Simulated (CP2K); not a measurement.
A self-consistent single point of PbO2 (P4_2/mnm, 6 atoms in the cell) with CP2K.

Method: PBE, GPW, DZVP-MOLOPT-SR-GTH basis, GTH-PBE potentials (GTH_POTENTIALS) run with CP2K.

The change in words: lattice scaled by 0.98. Reference geometry:
```yaml
crystal:
  lattice:
    - [4.94851, 0.00000, 0.00000]
    - [0.00000, 4.94851, 0.00000]
    - [0.00000, 0.00000, 3.37730]
  atoms:
    - { symbol: Pb, position: [0.00000, 0.00000, 0.00000] }
    - { symbol: Pb, position: [0.50000, 0.50000, 0.50000] }
    - { symbol: O, position: [0.30743, 0.30743, 0.00000] }
    - { symbol: O, position: [0.69257, 0.69257, 0.00000] }
    - { symbol: O, position: [0.19257, 0.80743, 0.50000] }
    - { symbol: O, position: [0.80743, 0.19257, 0.50000] }
```

Reference input (self-consistent single point, DFT PBE, GPW, DZVP-MOLOPT-SR-GTH basis, GTH-PBE potentials (GTH_POTENTIALS)): CUTOFF = 450 Ry; REL_CUTOFF = 60 Ry; SMEAR/METHOD = GAUSSIAN; SIGMA = 0.1 eV; KPOINTS/SCHEME = MONKHORST-PACK 6 6 9; GAMMA_CENTERED = T; XC_FUNCTIONAL = PBE; Pb/BASIS_SET = DZVP-MOLOPT-SR-GTH; Pb/POTENTIAL = GTH-PBE-q4; O/BASIS_SET = DZVP-MOLOPT-SR-GTH; O/POTENTIAL = GTH-PBE-q6; METHOD = GPW. This run's input differs from it in these lines:

```diff
@@ -63,5 +63,5 @@
     &CELL
-      A 4.94850700 0.00000000 0.00000000
-      B 0.00000000 4.94850700 0.00000000
-      C 0.00000000 0.00000000 3.37729600
+      A 4.84953700 0.00000000 0.00000000
+      B 0.00000000 4.84953700 0.00000000
+      C 0.00000000 0.00000000 3.30975000
       PERIODIC XYZ
```

The program printed (abridged):

```
 SCF WAVEFUNCTION OPTIMIZATION

  Step     Update method      Time    Convergence         Total energy    Change
     1 NoMix/Diag. 0.20E+00      -     1.37446956       -71.3588798434 -7.14E+01
     2 Broy./Diag. 0.20E+00      -     0.18081908       -64.5455600047  6.81E+00
     3 Broy./Diag. 0.20E+00      -     0.21599594       -69.0906165273 -4.55E+00
     4 Broy./Diag. 0.20E+00      -     0.02687128       -71.5596914229 -2.47E+00
     5 Broy./Diag. 0.20E+00      -     0.02732542       -71.0670510548  4.93E-01
     6 Broy./Diag. 0.20E+00      -     0.00042263       -71.1324605549 -6.54E-02
   [... 4 lines left out ...]
    11 Broy./Diag. 0.20E+00      -     0.00000194       -71.1361596008  8.28E-06
    12 Broy./Diag. 0.20E+00      -     0.00000072       -71.1361733652 -1.38E-05
    13 Broy./Diag. 0.20E+00      -     0.00000036       -71.1361723028  1.06E-06
    14 Broy./Diag. 0.20E+00      -     0.00000005       -71.1361728643 -5.61E-07
  *** SCF run converged in    14 steps ***

  Overlap energy of the core charge distribution:               0.00000012935215
  Self energy of the core charge distribution:               -180.72350578443940
  Core Hamiltonian energy:                                     50.78469241551491
  Hartree energy:                                              75.10705644738647
  Exchange-correlation energy:                                -16.30439292478574
  Smearing free energy correction:                             -0.00002314732977
  Fermi energy:                                                 0.15088784169468

  Total energy:                                               -71.13617286430122
  Total energy (extrapolated to sigma->0):                    -71.13616129063634

   [... lines left out ...]

 STRESS| Analytical stress tensor [bar]
 STRESS|                        x                   y                   z
 STRESS|      x        1.84978705035E+05   2.57736215889E+01  -1.83873775858E-08
 STRESS|      y        2.57736215889E+01   1.84978705792E+05  -1.75904227288E-08
 STRESS|      z       -1.83873775858E-08  -1.75904227288E-08   2.40628703493E+05
 STRESS| 1/3 Trace                                             2.03528704773E+05
```

The run converged in 14 iterations. Against the reference run the free energy rises by 74.4 meV/atom, the pressure goes from 9.69 to 20.35 GPa and the largest force goes from 0.127 to 0.039 eV/Å.

The starting cell comes from a database of computed structures (which also holds hypothetical and non-ambient phases and stackings), without a prior relaxation at this level. Its lattice was rescaled by a random factor within 2.5 % of one. For this run, on top of that: lattice scaled by 0.98. Values carry the incompleteness of an atom-centred basis. With a pressure of about 20 GPa the cell is away from its equilibrium volume at this level. The run gives no clean gap (levels at the Fermi energy touch, overlap or are partly filled at this smearing), which alone does not show that the compound is a metal.
